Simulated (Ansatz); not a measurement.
## O_C in metastable 2H silicon carbide

Method: PBE, PAW (plane waves to 420 eV; Ansatz, a first-principles code). The supercell holds 96 host sites (3×2×2 repeats of the unit cell), with a 2×2×2 shifted k-point sampling for the final energies. Site at the start: the C site. Charged cells carry a point-charge image correction with potential alignment at far atoms. Dielectric constants: PBE linear response of the host. Host gap at this level: 2.31 eV. These values are not converged in cell size to better than tenths of an eV. The semilocal functional narrows the gap, so deep levels can fall outside it. Spin–orbit coupling is left out. Each state is the lowest found from its start.

Formation energies E_f are given with the Fermi level at the valence-band maximum. Chemical conditions: C-rich (Δμ(C) = 0.00 eV, Δμ(O) = -3.97 eV, bounded by alpha cristobalite; only phases computed here count, gases as isolated molecules at 0 K); Si-rich (Δμ(C) = -0.40 eV, Δμ(O) = -4.17 eV, bounded by alpha cristobalite; only phases computed here count, gases as isolated molecules at 0 K). Reference phases: C: graphite, O: O2 molecule in a box.

```
charge         moment (μB)  largest move off a lattice site (Å)  image correction with alignment (eV)  E_f, C-rich (eV)  E_f, Si-rich (eV)
------  ------------------  -----------------------------------  ------------------------------------  ----------------  -----------------
+2      not spin-polarised                                 0.17                                  0.70              0.95               0.75
+1                     1.0                                 0.42                                  0.18              2.41               2.21
0       not spin-polarised                                 0.75                                  0.00              4.12               3.92
−1*                    1.0                                 0.72                                     –                 –                  –
```

* At this level the carrier isn't localised at the defect: at charge −1 electrons occupy the conduction band. Such a state is shallow or no state of the defect, and this cell gives it no level.

Transition levels above the valence-band maximum: ε(+2/+1) = 1.46 eV; ε(+1/0) = 1.70 eV. On the lower envelope of the bound states, inside the gap: (+2/+1) at 1.46 eV; (+1/0) at 1.70 eV.

Flagged in the runs: a host whose relaxation on this sampling wasn't shown to rest, a strain field that reaches the edge of the cell.
